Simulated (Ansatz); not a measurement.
The starting structures come from a database of crystals and need not be the phases stable at ambient conditions.

 Where the default PAW files enter, the runs use the earlier of Ansatz's two default sets.

By PBEsol, the system below comes out a metal.

A figure of merit of an interconnect metal is its ballistic conductance per area.

Data:

```
CELL_PARAMETERS angstrom
      3.92590     0.00000     0.00000
      0.00000     5.45744     0.00000
      0.00000     0.00000     7.37608
ATOMIC_POSITIONS crystal
  Si 0.75000 0.27675 0.89374
  Si 0.25000 0.72325 0.10626
  Si 0.25000 0.22325 0.39374
  Si 0.75000 0.77675 0.60626
  Rh 0.25000 0.52696 0.80362
  Rh 0.75000 0.47304 0.19638
  Rh 0.75000 0.97304 0.30362
  Rh 0.25000 0.02696 0.69638
  Rh 0.75000 0.84095 0.93008
  Rh 0.25000 0.15905 0.06992
  Rh 0.25000 0.65905 0.43008
  Rh 0.75000 0.34095 0.56992
```

Space group of this cell: Pnma. The cell is taken as given; by PBEsol its mean pressure is -3.4 GPa.

The current flows along the normal of the first two printed cell vectors. No spin-orbit coupling; the value is a mean over 0.1 eV about the Fermi level.

Problem. Predict the ballistic conductance per area from PBEsol run with Ansatz (an electronic-structure program).

Solution. 0.58 × 10¹⁵ S/m² for both spins.
